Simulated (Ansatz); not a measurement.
## BaTiO3 with two functionals

Base system: BaTiO3 (space group P4mm, No. 99; a = 3.985 Å, c = 4.204 Å).

(Cell as relaxed with PBE.)

Levels (all Ansatz, a quantum-chemistry and plane-wave program, PAW, earlier PAW set): PBE (420 eV, without spin-orbit coupling); r2SCAN (500 eV, no SOC).

Each level relaxes its own structure.

```
quantity                         PBE      r2SCAN
-------------------  ---------------  ----------
volume per atom             13.35 Å³  (withheld)
lattice parameter a          3.985 Å  (withheld)
lattice parameter c          4.204 Å  (withheld)
band gap                     1.85 eV  (withheld)
gap character        indirect, A → Γ  (withheld)
```

### Question
Given the PBE results, estimate those of r2SCAN.

### Answer

- volume per atom, r2SCAN: 12.98 Å³
- lattice parameter a, r2SCAN: 3.973 Å
- lattice parameter c, r2SCAN: 4.112 Å
- band gap, r2SCAN: 2.23 eV
- gap character, r2SCAN: indirect, A → Γ

PBE's volume per atom lies 0.37 Å³ above r2SCAN's (2.9 %); PBE's lattice parameter a lies 0.012 Å above r2SCAN's (0.3 %); PBE's lattice parameter c lies 0.092 Å above r2SCAN's (2.2 %); PBE's band gap lies 0.386 eV below r2SCAN's; the two agree on the gap character. Neither level is exact; r2SCAN is the comparison here, not a measurement.

Whether these cells are dynamically stable was not tested. All final runs are without spin polarisation.
